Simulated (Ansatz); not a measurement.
```xyz
18
Lattice="3.5959 0.0000 0.0000 -1.7979 3.1141 0.0000 0.0000 0.0000 26.4361" Properties=species:S:1:pos:R:3 pbc="T T T"
Sn     0.0000     0.0000    -0.0002
C      0.0000     0.0000     2.2068
Sn     0.0000     4.1521     2.9376
C      0.0000     4.1521     5.1404
Sn     0.0000     2.0761     5.8741
C      0.0000     2.0761     8.0776
Sn     0.0000     0.0000     8.8114
C      0.0000     0.0000    11.0149
Sn     0.0000     4.1521    11.7488
C      0.0000     4.1521    13.9523
Sn     0.0000     2.0761    14.6857
C      0.0000     2.0761    16.8876
Sn     0.0000     0.0000    17.6238
C      0.0000     0.0000    19.8309
Sn     0.0000     2.0761    20.5617
C      0.0000     2.0761    22.7645
Sn     0.0000     4.1521    23.4978
C      0.0000     4.1521    25.6996
```

Computed with PBE (plane waves to 420 eV, PAW; Ansatz, a quantum-chemistry and plane-wave program). Scalar-relativistic, without spin–orbit coupling. Its k-point mesh 9×9×2, Fermi–Dirac width 0.01 eV.

Task: Which polytype is this, and how does it compare with the cubic form?

Result: SnC 9H (hccccchcc), stacking ACBACBABC, hexagonality 22 %, space group P3m1 (a stacking that need not occur in nature); -0.8 meV/atom against 3C, layer spacing over a = 0.8169 (ideal 0.8165).
